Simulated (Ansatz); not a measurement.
# Point defect C_N in wurtzite GaN

Level of theory: HSE06, PAW (plane waves to 420 eV; Ansatz, a program for electronic structure). Details: 96-site cell; lattice scaled to a tabulated measured volume, 11.42 Å³ a site; 2×2×2 shifted k-points; start: the N site; finite-size errors of tenths of an eV; atoms relaxed at one k-point.

Neighbours after relaxation, in Å: of the C atom: Ga 1.93, Ga 1.93, Ga 1.93, Ga 1.94.

```json
[
 {"charge": "−1", "moment (μB)": "not spin-polarised", "largest move off a lattice site (Å)": "0.04"}
]
```

No usable result was obtained for charge +1, 0.
